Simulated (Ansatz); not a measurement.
Consider WC (space group P-6m2, No. 187; a = 2.884 Å, c = 2.812 Å; relaxed with 0.1 eV smearing). Axes: x lies along a and z along c of the hexagonal cell.

The values are results of Ansatz (a quantum-chemistry and plane-wave program), LDA, PAW, cutoff 420 eV, spin-orbit coupling left out, not measurements.

Before the change:

The pressure is 0.0 GPa.

Now apply this change: the cell is stretched by 0.50 % along z with no lateral relaxation, atoms relaxed at fixed cell.

### Question
Estimate the effect on the energy relative to the base and pressure.

### Answer
The energy goes up by 0.8 meV/atom; the pressure (mean of the normal stresses, compression positive) goes from zero to -2.3 GPa.

The cells carry an imposed strain or load. No phonon test of stability was made. The final runs are not spin-polarised.
